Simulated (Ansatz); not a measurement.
Response to strain in Ir

Take Ir in the fcc (Cu type) structure (space group Fm-3m, No. 225; a = 3.8450 Å; relaxed with 0.1 eV smearing) as the base. Axes: x, y, z lie along the cube axes.

Strains are applied to the cell and any free atomic positions relax; under biaxial strain the out-of-plane vector relaxes too.

All numbers come from r2SCAN (Ansatz, a program for electronic structure), no spin-orbit coupling.

```json
[
 {"biaxial strain, plane normal [111], relaxed out of plane (%)": "0", "out-of-plane strain (%)": "0.00"},
 {"biaxial strain, plane normal [111], relaxed out of plane (%)": "0.42", "out-of-plane strain (%)": "-0.21"},
 {"biaxial strain, plane normal [111], relaxed out of plane (%)": "0.83", "out-of-plane strain (%)": "-0.42"},
 {"biaxial strain, plane normal [111], relaxed out of plane (%)": "1.25", "out-of-plane strain (%)": "-0.63"},
 {"biaxial strain, plane normal [111], relaxed out of plane (%)": "1.67", "out-of-plane strain (%)": "-0.84"},
 {"biaxial strain, plane normal [111], relaxed out of plane (%)": "2.08", "out-of-plane strain (%)": "?"},
 {"biaxial strain, plane normal [111], relaxed out of plane (%)": "2.5", "out-of-plane strain (%)": "-1.26"}
]
```

**Question.** Fit ε⊥ = −νε + γε² (strains in %) to the rows shown and predict the withheld row.

**Answer.** Least squares on the printed values gives ν = 0.50 (the biaxial Poisson response) and γ = 0.000 (largest residual 0.00 %); this predicts -1.05 %, and the run gives -1.05 %, in agreement.

No phonon test of stability was made. All final runs are without spin polarisation.
